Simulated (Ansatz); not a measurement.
The reference is TeS$_{2}$ in the CdI2 type structure (space group P-3m1, No. 164; a = 3.7920 Å, c = 5.7005 Å; a hypothetical phase, not in the database extracts checked; layered, stacked along the Cartesian z axis).

(Cell as relaxed with PBE-D3(BJ).)

Levels (all Ansatz, a quantum-chemistry and plane-wave program, PAW): PBE-D3(BJ) (420 eV, without spin-orbit coupling); r2SCAN+rVV10 (500 eV, scalar-relativistic without spin-orbit coupling).

Each level relaxes its own structure.

| base | PBE-D3(BJ) | r2SCAN+rVV10 |
|---|---|---|
| volume per atom | 23.66 Å³ | 24.54 Å³ |
| lattice parameter a | 379.2 pm | 379.5 pm |
| band gap | 0.12 eV | 0.37 eV |

One thing is altered: a free-standing slab of 1 layer (3 atoms, 3 a layer) is cut normal to the stacking axis, with 15 Å of vacuum and the in-plane cell relaxed.

```json
[
 {"quantity": "excess energy per area of both faces (slab less bulk energy over the cell's area: twice a surface energy) (uncertain by up to 0.04 J/m²)", "PBE-D3(BJ)": "0.35 J/m²", "r2SCAN+rVV10": "___"},
 {"quantity": "band gap", "PBE-D3(BJ)": "0.65 eV", "r2SCAN+rVV10": "___"},
 {"quantity": "shift of the gap caused by the change", "PBE-D3(BJ)": "+0.52 eV", "r2SCAN+rVV10": "___"}
]
```

Question: Given the PBE-D3(BJ) results, estimate those of r2SCAN+rVV10.

Answer: 
- excess energy per area of both faces (slab less bulk energy over the cell's area: twice a surface energy) (uncertain by up to 0.04 J/m²), r2SCAN+rVV10: 0.29 J/m²
- band gap, r2SCAN+rVV10: 0.76 eV
- shift of the gap caused by the change, r2SCAN+rVV10: +0.39 eV

PBE-D3(BJ)'s excess energy per area of both faces lies 0.06 J/m² above r2SCAN+rVV10's; PBE-D3(BJ)'s band gap lies 0.11 eV below r2SCAN+rVV10's; PBE-D3(BJ)'s shift of the gap caused by the change lies 0.135 eV above r2SCAN+rVV10's. Neither level is exact; r2SCAN+rVV10 is the comparison here, not a measurement.

The excess energy carries the mismatch between the slab's and the bulk's meshes. With Te present, leaving out spin-orbit coupling can change the band edges. No phonon test of stability was made. The zero or small gap of TeS2 can change with the level of theory.
